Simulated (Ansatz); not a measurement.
## WSe2 under a change: electrons 2.0×10^21 cm⁻³

The parent structure is WSe2 (space group P6_3/mmc, No. 194; a = 3.300 Å, c = 13.147 Å; layered, stacked along the Cartesian z axis).

Perturbation: 0.248 electrons added to each cell, a density of 2.0×10^21 cm⁻³, with a uniform compensating background at fixed cell and a 300 K Fermi–Dirac width.

Level of theory: plane-wave PAW DFT at the r2SCAN+rVV10 level (Ansatz, a first-principles code, 500 eV), spin-orbit coupling left out, earlier PAW set. k-mesh 16×16×4 (Γ-centred); smearing 0.0259 eV (Fermi–Dirac).

* **Gap between the host's bands**: 1.11 eV (base 1.12 eV)
* **Gap character**: indirect, Γ → K–Γ (47 % along) (base indirect, Γ → K–Γ (47 % along))
* **Fermi level relative to the doped band's edge (positive inside the band; to 0.05 eV)**: +0.30 eV

Carriers are added with a uniform compensating background; total energy and stress of such cells depend on the potential's zero and are not compared; many-body gap narrowing is missing at this level. With W present, leaving out spin-orbit coupling can change the band edges. No phonon test of stability was made.
